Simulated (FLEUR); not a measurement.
FLEUR run on SnO2 (R-3m, 3 atoms in the cell): self-consistent single point.

Computed with LDA (Vosko-Wilk-Nusair), all-electron FLAPW (FLEUR), scalar-relativistic valence run with FLEUR.

The change in words: lattice scaled by 0.98. Reference geometry:
```
SnO2
1.0
    1.61709     0.93363     4.80059
   -1.61709     0.93363     4.80059
    0.00000    -1.86726     4.80059
Sn O
1 2
Direct
  0.50000   0.50000   0.50000
  0.23717   0.23717   0.23717
  0.76283   0.76283   0.76283
```

Reference input (self-consistent single point, DFT, LDA (Vosko-Wilk-Nusair), all-electron FLAPW (FLEUR), scalar-relativistic valence): Kmax = 4.6 1/bohr; GmaxXC = 13.8 1/bohr; xcFunctional = vwn; jspins = 1; l_soc = F; mode = hist; fermiSmearingEnergy = 0.00036749 Htr; mesh (inpgen div1-3) = 12 12 12; inpgen gamma flag = true; Gmax = 13.8 1/bohr; numbands = 0; maxIterBroyd = 40. This run's input differs from it in these lines:

```diff
@@ -3,5 +3,5 @@
 &input film=f /
-3.0558662853 1.7643052224 9.0718060058
--3.0558662853 1.7643052224 9.0718060058
-0.0000000000 -3.5286104448 9.0718060058
+2.9947487560 1.7290185064 8.8903697172
+-2.9947487560 1.7290185064 8.8903697172
+-0.0000000000 -3.4580384949 8.8903694290
 1.0
@@ -45,5 +45,5 @@
          <bravaisMatrix>
-            <row-1>    3.0558662853000000     1.7643052224000000     9.0718060057999992</row-1>
-            <row-2>   -3.0558662853000000     1.7643052224000000     9.0718060057999992</row-2>
-            <row-3>    0.0000000000000000    -3.5286104448000000     9.0718060057999992</row-3>
+            <row-1>    2.9947487559999999     1.7290185064000001     8.8903697172000005</row-1>
+            <row-2>   -2.9947487559999999     1.7290185064000001     8.8903697172000005</row-2>
+            <row-3>    0.0000000000000000    -3.4580384948999998     8.8903694289999997</row-3>
          </bravaisMatrix>
```

Output, abridged:

```
 Iteration:     1   Distance:      22.42581935 me/bohr^3
 Iteration:     2   Distance:      19.30519625 me/bohr^3
 Iteration:     3   Distance:       8.35976797 me/bohr^3
 Iteration:     4   Distance:       4.36450601 me/bohr^3
 Iteration:     5   Distance:       1.63357709 me/bohr^3
   [... 6 lines left out ...]
 Iteration:    12   Distance:       0.00222756 me/bohr^3
 Iteration:    13   Distance:       0.00011464 me/bohr^3
 Iteration:    14   Distance:       0.00004969 me/bohr^3
 Iteration:    15   Distance:       0.00000626 me/bohr^3
 Reset of history
 Run finished successfully
 Stop message:
   Structural relaxation: new displacements generated

[file out, last iteration]
             iter=     16
[...]
          total density-effective poten   -1.0449255997E+04
          total charge density-energy d   -1.7624774117E+02
 Updated energy parameters for spin:           1
[...]
 fermi energy and band-weighting factors:

[...]
FERMIE:
          first approx. to ef    (T=0)  :   0.157228 htr   (energy of the highest occ. eigenvalue)
          number of occ. states  (T=0)  :       2457
          first approx. to seigv (T=0)  :  -6.584890 htr
          sum of weights of occ. states :  13.000000
          sum of semicore charge        :   0.000000 e
FERHIS:  Fermi-Energy by histogram:
          bandgap                     :   0.080318 htr
   [... lines left out ...]
          charge neutrality (T=0)     :   0.000000    (zero if the highest occ. eigenvalue is "entirely" occupied)
 Direct bandgap for spin            1 :    8.6508383415977830E-002  Htr
 ---->    free energy=                     -6323.4674596218 htr
   [... lines left out ...]
      extrapolation for T->0
 ---->    total electron energy=           -6323.4674596218 htr
 ***** TOTAL FORCES ON ATOMS *****
 TOTAL FORCE FOR ATOM TYPE=  1  X=  0.000   Y=  0.000   Z= 13.336
                       FX_TOT= 0.000000 FY_TOT= 0.000000 FZ_TOT= 0.000000
 TOTAL FORCE FOR ATOM TYPE=  2  X=  0.000   Y=  0.000   Z=  6.326
                       FX_TOT= 0.000000 FY_TOT= 0.000000 FZ_TOT=-0.003335
```

The run converged in 15 iterations. FLEUR gives forces in its relaxation mode, with a further iteration, so its stop message speaks of a relaxation. Against the reference run the free energy drops by 28.8 meV/atom and the gap on the mesh goes from 1.788 to 2.186 eV.

The starting cell comes from a database of computed structures (which also holds hypothetical and non-ambient phases and stackings), without a prior relaxation at this level. For this run, on top of that: lattice scaled by 0.98. Values depend on the basis (sphere radii, cutoffs, local orbitals), which need not be converged.

Cost on one core of a shared machine: roughly 7 min.
